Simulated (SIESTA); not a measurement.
## Relaxation of the atoms of Mg₆ZnMo (Amm2, 8 atoms in the cell) at several settings

```xyz
8
Lattice="4.8470 0.0000 0.0000 0.0000 3.0180 5.3401 0.0000 -3.0180 5.3401" Properties=species:S:1:pos:R:3 pbc="T T T"
Mg     2.4235     1.5232     4.4734
Mg     2.4235    -1.5232     4.4734
Mg     0.0000     1.4561     6.2742
Mg     0.0000    -1.4561     6.2742
Mg     0.0000     0.0000     3.5048
Mg     0.0000     0.0000     8.7978
Zn     2.4235     0.0000     1.7710
Mo     2.4235     0.0000     7.1517
```

Base: GGA PBEsol, numerical atomic orbitals TZP, PseudoDojo PBEsol standard norm-conserving potentials (rewritten from UPF to PSML) (SIESTA). Its settings: XC.functional = GGA; XC.authors = PBEsol; potentials = PseudoDojo PBEsol standard; PAO.BasisSize = TZP; PAO.EnergyShift = 0.01 Ry; MeshCutoff = 300 Ry; kgrid.MonkhorstPack = 4 4 4; OccupationFunction = FD; ElectronicTemperature = 100 meV; MaxSCFIterations = 150; SCF.Mixer.Method = Broyden; SCF.Mixer.Weight = 0.25; SCF.Mixer.History = 6; SCF.DM.Tolerance = 1.0E-04. Starting volume 19.53 Å³ per atom.

Each line gives the change from the base single point and the result:

- atoms moved at random; MD.TypeOfRun: default → CG; MD.Steps: default → 40; MD.MaxForceTol: default → 0.1 eV/Ang: pressure -1.00 GPa; largest force (vector length) 0.100 eV/Å; relaxation steps 3; free energy against the base single point -0.4 meV/atom.
- MD.TypeOfRun: default → CG; MD.Steps: default → 40; MD.MaxForceTol: default → 0.02 eV/Ang: pressure -1.03 GPa; largest force (vector length) 0.016 eV/Å; relaxation steps 19; free energy against the base single point -1.3 meV/atom.

The starting cell comes from a database of computed structures (which also holds hypothetical and non-ambient phases and stackings), without a prior relaxation at this level. Spin polarisation is off. Values carry the incompleteness of an atom-centred basis.

Left out of this page: 1 run of the series unsound by tests on forces, stress, charge or solver warnings.
